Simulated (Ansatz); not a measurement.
The starting structures come from a database of crystals and need not be the phases stable at ambient conditions.

The decay constant κ of evanescent states in the gap governs leakage through a thin film.

Given:

```yaml
crystal:
  lattice:
    - [7.72050, 0.00000, 0.00000]
    - [-3.86025, 6.68615, 0.00000]
    - [3.86025, 2.22872, 6.30376]
  atoms:
    - { symbol: Li, position: [0.50000, 0.50000, 0.50000] }
    - { symbol: Li, position: [0.50000, 0.00000, 0.50000] }
    - { symbol: Li, position: [0.50000, 0.00000, 0.00000] }
    - { symbol: Li, position: [0.50000, 0.50000, 0.00000] }
    - { symbol: Li, position: [0.00000, 0.00000, 0.50000] }
    - { symbol: Li, position: [0.00000, 0.50000, 0.00000] }
    - { symbol: Mg, position: [0.00000, 0.00000, 0.00000] }
    - { symbol: Br, position: [0.50000, 0.75000, 0.75000] }
    - { symbol: Br, position: [0.50000, 0.25000, 0.25000] }
    - { symbol: Br, position: [0.00000, 0.24447, 0.24447] }
    - { symbol: Br, position: [0.00000, 0.75553, 0.75553] }
    - { symbol: Br, position: [0.00000, 0.24447, 0.75553] }
    - { symbol: Br, position: [0.00000, 0.75553, 0.24447] }
    - { symbol: Br, position: [0.51106, 0.75553, 0.24447] }
    - { symbol: Br, position: [0.48894, 0.24447, 0.75553] }
```

Space group of this cell: Fm-3m. The cell is taken as given.

Transport runs along the normal of the first two printed cell vectors, the (111) plane of the conventional cell.

The gap is the functional's own, uncorrected, and κ follows it; spin-orbit coupling is left out. Mid-gap values are interpolated between the computed energies.

### Question
Give the band gap and the smallest decay constant κ at mid-gap that r2SCAN in Ansatz (an electronic-structure program) yields.

### Answer
Gap 5.59 eV on a 6×6×6 mesh; κ = 0.335 1/Å, at the zone centre.
